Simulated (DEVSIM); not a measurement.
isotype n-n heterojunction Si/Ge

System: isotype n-n heterojunction Si/Ge, at 300 K.

| layer (left to right) | material | thickness (μm) | Nd (cm⁻³) | τn (s) | τp (s) |
|---|---|---|---|---|---|
| 1 | Si | 0.170 | 1.9e17 | 2.1e-7 | 2.1e-7 |
| 2 | Ge | 0.270 | 1.4e17 | 2.1e-7 | 2.1e-7 |

Left contact: ohmic. Right contact: ohmic. Voltage is applied to the left contact. Recombination: SRH at mid-gap, radiative. Mobility is μmin + (μ − μmin)/(1 + (N/Nref)^α).

Constants are typed, rounded textbook-type inputs, not results; the design itself was drawn at random and stands for no fabricated device. Values at 300 K.

```csv
parameter,Si,Ge
gap (eV),1.124,0.664
affinity (eV),4.05,4
permittivity,11.7,16
Nc (cm⁻³),2.86e19,1.04e19
Nv (cm⁻³),3.1e19,6e18
μn (cm²/Vs),1417,3900
μp (cm²/Vs),470,1900
"μn,min",52,150
"μp,min",45,100
"Nref,n",9.7e16,2.6e17
"Nref,p",2.2e17,4e17
αn,0.68,0.56
αp,0.72,0.6
B (cm³/s),4.7e-15,6.4e-14
```

Simulated with DEVSIM: 1D drift-diffusion, Boltzmann statistics, complete ionisation; no tunnelling, impact ionisation, image-force lowering or self-heating. Band offsets follow the typed affinities; no thermionic-emission limit at abrupt steps, no polarisation charge.

| Item | Result |
|---|---|
| Potential step across the device at zero bias | 0.068 V |
